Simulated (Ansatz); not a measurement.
Structure of amorphous Al48O36N24 (periodic cell):

```yaml
crystal:
  lattice:
    - [10.65845, -0.03860, -0.29511]
    - [-0.03860, 10.57503, -0.24250]
    - [-0.29511, -0.24250, 10.73632]
  atoms:
    - { symbol: Al, position: [0.09900, 0.91771, 0.61046] }
    - { symbol: Al, position: [0.31865, 0.27375, 0.27662] }
    - { symbol: Al, position: [0.82397, 0.05053, 0.27886] }
    - { symbol: Al, position: [0.29970, 0.75142, 0.70689] }
    - { symbol: Al, position: [0.59424, 0.37995, 0.68167] }
    - { symbol: Al, position: [0.07040, 0.81407, 0.84999] }
    - { symbol: Al, position: [0.78207, 0.75784, 0.22374] }
    - { symbol: Al, position: [0.61582, 0.57462, 0.02156] }
    - { symbol: Al, position: [0.94170, 0.90817, 0.03490] }
    - { symbol: Al, position: [0.60656, 0.20266, 0.22756] }
    - { symbol: Al, position: [0.50584, 0.79663, 0.86464] }
    - { symbol: Al, position: [0.13661, 0.23003, 0.45610] }
    - { symbol: Al, position: [0.63800, 0.28328, 0.97230] }
    - { symbol: Al, position: [0.93237, 0.11182, 0.55536] }
    - { symbol: Al, position: [0.53509, 0.40634, 0.43441] }
    - { symbol: Al, position: [0.64806, 0.97348, 0.08360] }
    - { symbol: Al, position: [0.89696, 0.20077, 0.07873] }
    - { symbol: Al, position: [0.33815, 0.60659, 0.96958] }
    - { symbol: Al, position: [0.03648, 0.64626, 0.57833] }
    - { symbol: Al, position: [0.70980, 0.47309, 0.22211] }
    - { symbol: Al, position: [0.43818, 0.94570, 0.59647] }
    - { symbol: Al, position: [0.14073, 0.36378, 0.00628] }
    - { symbol: Al, position: [0.07668, 0.10471, 0.87435] }
    - { symbol: Al, position: [0.50522, 0.67121, 0.56088] }
    - { symbol: Al, position: [0.25826, 0.44942, 0.49826] }
    - { symbol: Al, position: [0.97431, 0.40360, 0.60562] }
    - { symbol: Al, position: [0.30531, 0.73637, 0.44081] }
    - { symbol: Al, position: [0.75747, 0.60674, 0.62087] }
    - { symbol: Al, position: [0.39351, 0.37682, 0.87550] }
    - { symbol: Al, position: [0.34274, 0.17535, 0.03839] }
    - { symbol: Al, position: [0.95878, 0.52357, 0.12568] }
    - { symbol: Al, position: [0.21395, 0.49695, 0.26535] }
    - { symbol: Al, position: [0.27722, 0.84398, 0.04048] }
    - { symbol: Al, position: [0.23042, 0.99757, 0.42134] }
    - { symbol: Al, position: [0.49737, 0.72531, 0.22795] }
    - { symbol: Al, position: [0.06579, 0.76591, 0.31967] }
    - { symbol: Al, position: [0.78913, 0.17437, 0.76084] }
    - { symbol: Al, position: [0.85983, 0.43113, 0.88064] }
    - { symbol: Al, position: [0.14765, 0.03625, 0.17389] }
    - { symbol: Al, position: [0.64324, 0.13015, 0.49832] }
    - { symbol: Al, position: [0.40299, 0.20773, 0.60485] }
    - { symbol: Al, position: [0.59798, 0.91109, 0.36972] }
    - { symbol: Al, position: [0.80246, 0.69143, 0.89233] }
    - { symbol: Al, position: [0.80239, 0.91074, 0.74541] }
    - { symbol: Al, position: [0.96082, 0.33812, 0.33574] }
    - { symbol: Al, position: [0.13192, 0.52257, 0.77563] }
    - { symbol: Al, position: [0.53896, 0.07565, 0.84586] }
    - { symbol: Al, position: [0.85838, 0.85662, 0.49690] }
    - { symbol: O, position: [0.86557, 0.57992, 0.99525] }
    - { symbol: O, position: [0.91550, 0.19320, 0.24745] }
    - { symbol: O, position: [0.74102, 0.81062, 0.37653] }
    - { symbol: O, position: [0.89491, 0.00420, 0.41889] }
    - { symbol: O, position: [0.20605, 0.14586, 0.31491] }
    - { symbol: O, position: [0.19221, 0.64944, 0.34494] }
    - { symbol: O, position: [0.37306, 0.06764, 0.48429] }
    - { symbol: O, position: [0.28271, 0.01475, 0.07519] }
    - { symbol: O, position: [0.10603, 0.82213, 0.01578] }
    - { symbol: O, position: [0.12584, 0.49205, 0.59953] }
    - { symbol: O, position: [0.98609, 0.43401, 0.77012] }
    - { symbol: O, position: [0.64548, 0.72033, 0.93732] }
    - { symbol: O, position: [0.89601, 0.54529, 0.55394] }
    - { symbol: O, position: [0.55627, 0.88302, 0.19972] }
    - { symbol: O, position: [0.59124, 0.97098, 0.52921] }
    - { symbol: O, position: [0.94082, 0.69262, 0.21958] }
    - { symbol: O, position: [0.77102, 0.77590, 0.62536] }
    - { symbol: O, position: [0.77879, 0.16462, 0.59418] }
    - { symbol: O, position: [0.35719, 0.70824, 0.12260] }
    - { symbol: O, position: [0.63319, 0.36130, 0.30692] }
    - { symbol: O, position: [0.87355, 0.45762, 0.25669] }
    - { symbol: O, position: [0.26286, 0.28945, 0.55604] }
    - { symbol: O, position: [0.78105, 0.56950, 0.77733] }
    - { symbol: O, position: [0.33473, 0.61087, 0.56342] }
    - { symbol: O, position: [0.52964, 0.94746, 0.95398] }
    - { symbol: O, position: [0.12370, 0.95821, 0.78478] }
    - { symbol: O, position: [0.95700, 0.16637, 0.77257] }
    - { symbol: O, position: [0.68511, 0.42235, 0.06264] }
    - { symbol: O, position: [0.44189, 0.19156, 0.19975] }
    - { symbol: O, position: [0.43457, 0.35492, 0.71990] }
    - { symbol: O, position: [0.43294, 0.07666, 0.71236] }
    - { symbol: O, position: [0.25403, 0.30575, 0.12440] }
    - { symbol: O, position: [0.20221, 0.21053, 0.91834] }
    - { symbol: O, position: [0.11279, 0.06947, 0.53040] }
    - { symbol: O, position: [0.12605, 0.51770, 0.12359] }
    - { symbol: O, position: [0.92159, 0.95658, 0.63736] }
    - { symbol: N, position: [0.15763, 0.90478, 0.28254] }
    - { symbol: N, position: [0.95796, 0.35202, 0.01747] }
    - { symbol: N, position: [0.70410, 0.15912, 0.08360] }
    - { symbol: N, position: [0.13040, 0.38442, 0.35768] }
    - { symbol: N, position: [0.66379, 0.08200, 0.33219] }
    - { symbol: N, position: [0.71484, 0.32621, 0.81723] }
    - { symbol: N, position: [0.55015, 0.26948, 0.53724] }
    - { symbol: N, position: [0.64817, 0.63454, 0.19045] }
    - { symbol: N, position: [0.80904, 0.91313, 0.14418] }
    - { symbol: N, position: [0.70272, 0.03624, 0.80532] }
    - { symbol: N, position: [0.37152, 0.43120, 0.36051] }
    - { symbol: N, position: [0.47685, 0.51679, 0.94454] }
    - { symbol: N, position: [0.01679, 0.78321, 0.48664] }
    - { symbol: N, position: [0.89641, 0.83245, 0.87476] }
    - { symbol: N, position: [0.47247, 0.75541, 0.40064] }
    - { symbol: N, position: [0.33203, 0.76388, 0.88907] }
    - { symbol: N, position: [0.11930, 0.69369, 0.73381] }
    - { symbol: N, position: [0.47331, 0.22361, 0.93794] }
    - { symbol: N, position: [0.23413, 0.46877, 0.90024] }
    - { symbol: N, position: [0.26447, 0.86307, 0.56226] }
    - { symbol: N, position: [0.60647, 0.52652, 0.56564] }
    - { symbol: N, position: [0.01510, 0.06905, 0.04099] }
    - { symbol: N, position: [0.48005, 0.79141, 0.69118] }
    - { symbol: N, position: [0.97158, 0.27123, 0.49639] }
```

Methods: PBE, scalar-relativistic without spin-orbit coupling (Ansatz, a quantum-chemistry and plane-wave program); r2SCAN, scalar-relativistic without spin-orbit coupling (Ansatz). Neutral PBE cell, which sets geometry, pressure and energy: sampling: a 2×2×2 Γ-centred mesh; Fermi-Dirac width 0.02 eV; no spin polarisation.

Preparation: random packing, a CHGNet melt and quench, and a DFT relaxation. O and N atoms were pushed apart under 1.9 Å during the dynamics, to hinder bonds among them. The hot cell started wider than the set density and was brought back towards it in steps. It is the lowest in DFT energy of 2 quenches. It is a model cell: composition and starting density were chosen by hand, and all elements were melted together. No dispersion term was used. A short ab initio anneal came between quench and relaxation. Its density started from a set value of 3.16 and ended at 3.03 g/cm³. The quench (nominally 290 K/ps over its main leg) was far faster than any real one, so the model tends to hold more defects than a real film. One small periodic cell is one sample of the glass; other quenches scatter about these values. Volume and shape were free in the relaxation.

Give the pressure and the spacing of the highest filled and lowest empty levels.


```json
{
  "Pressure on a 2×2×2 Γ-centred mesh": "0.09 GPa",
  "Largest force and stress component on that mesh (the relaxation ran on the zone centre alone)": "0.04 eV/Å and 0.1 GPa",
  "Level gap on a 2×2×2 Γ-centred mesh (PBE)": "2.25 eV",
  "Level gap at the zone centre (PBE)": "2.25 eV",
  "Level gap at the zone centre (r2SCAN)": "2.75 eV",
  "Distance between the nearest levels spread over more than a fifth of the atoms or a third of the atoms of their main element (six at least) (PBE, zone centre)": "2.85 eV"
}
```

At PBE and the zone centre, how localised are the states just below and above the Fermi level (participation number: the atoms over which a state spreads)?

The highest filled state is spread over 2.5 atoms' worth, largest on N94, with weights by element (charge in smoothed Voronoi cells) N 0.75, O 0.14, Al 0.11. The lowest empty state is spread over 95.1 atoms' worth, largest on Al5, with weights by element (charge in smoothed Voronoi cells) Al 0.45, O 0.30, N 0.25.

At PBE the levels at the filled edge of the gap are localised (band-tail or defect states), and the nearest spread-out levels lie 2.9 eV apart at the zone centre.

Cut-offs for bonds: Al-Al 2.66 Å, Al-O 2.22 Å, Al-N 2.30 Å, O-O 1.58 Å, O-N 1.64 Å, N-N 1.70 Å. Two cations that share two anions don't count as bonded, nor two that share one unless they lie closer than Al-Al 2.59 Å.

Added carriers, by PBE, scalar-relativistic without spin-orbit coupling (Ansatz) on the zone centre alone. Charged cells keep the cell fixed and stand in a uniform background, with no image correction, at a width of 0.01 eV; where the count is odd the moment is locked at 1 μB, unless the neutral cell bore moments. Each starts from the undistorted neutral geometry alone. PBE's self-interaction favours spread-out carriers, so it can miss traps that a hybrid finds.

What happens at PBE when the cell takes an extra electron and the atoms relax?

Relaxation lowers the charged cell by 0.01 eV. The largest moves are Al32 0.01 Å, Al17 0.01 Å, Al20 0.01 Å, O75 0.01 Å. The level that holds the added charge spreads over 94.0 atoms' worth, most on Al5 (weight 0.02): a carrier spread over the cell. No bond crosses its cut-off with a change of over 0.15 Å (metal-metal contacts aside). Made neutral again at that geometry, the cell lies +0.01 eV from the neutral start.

What happens at PBE when the cell takes a hole and the atoms relax?

Relaxation lowers the charged cell by 0.31 eV. The largest moves are O75 0.16 Å, N94 0.15 Å, Al47 0.10 Å, O73 0.09 Å. The level that was emptied spreads over 2.5 atoms' worth, most on N94 (weight 0.63): a localised (trapped) carrier, which neighbours of that atom can share. No bond crosses its cut-off with a change of over 0.15 Å (metal-metal contacts aside). Made neutral again at that geometry, the cell lies +0.61 eV from the neutral start.
